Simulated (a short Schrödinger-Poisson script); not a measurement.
Stack: MOS inversion layer, SiO2 on p-type Ge(111), at 300 K.

| layer | material | thickness (nm) | Na (cm⁻³) |
|---|---|---|---|
| 1 | SiO2 | 2.1 | - |
| 2 | Ge | 630 | 4.3e17 |

Constants are typed, rounded textbook-type inputs, not results; the design itself was drawn at random and stands for no fabricated device. SiO2: permittivity 3.9, conduction-band edge (eV) 3.1, gap (eV) 9, electron mass (mₑ) 0.5. Ge: permittivity 16, conduction-band edge (eV) 0, gap (eV) 0.664, Nv at 300 K (cm⁻³) 6e18.

Channel valleys (confinement mass, in-plane density-of-states mass, number): L1 1.59, 0.08, 1; L3 0.09, 0.34, 3. At the gate the conduction-band edge of layer 1 lies 3.29 eV − eVg above the Fermi level of the channel; the field vanishes at the back. Gaps are held at their typed values at every temperature. Mesh 0.03 nm at interfaces.

Solved with a short Schrödinger-Poisson script written for these runs: 1D Poisson equation in equilibrium, electrons classical, Fermi-Dirac, parabolic valleys, classical holes, full ionisation, no traps, pinning or gate leakage.

The same stack at other levels of the model or other numerical settings:

```
run                                        sheet density of all electrons at Vg = 1.8 V (cm⁻²)  sheet density of all electrons at Vg = 0.6 V (cm⁻²)  capacitance at Vg = 1.8 V (μF/cm²)  centroid of the channel electrons at Vg = 1.8 V (nm)  rough cost against the base
-----------------------------------------  ---------------------------------------------------  ---------------------------------------------------  ----------------------------------  ----------------------------------------------------  ---------------------------
base                                                                                   1.25e13                                              1.80e12                                1.47                                                  0.94                      about 1
electrons treated as classical, Boltzmann                                              1.33e13                                              1.88e12                                1.59                                                  0.51                          0.2
electrons treated as quantum, Hartree                                                  1.13e13                                              1.32e12                                1.41                                                  1.82                            6
mesh six times as coarse                                                               1.23e13                                              1.77e12                                1.46                                                  1.02                          0.3
```

The classical rows ignore confinement, and Boltzmann statistics overrate the density once the band edge passes the Fermi level.

Only the L valleys are kept; under strong confinement the Δ valleys of Ge fill too.
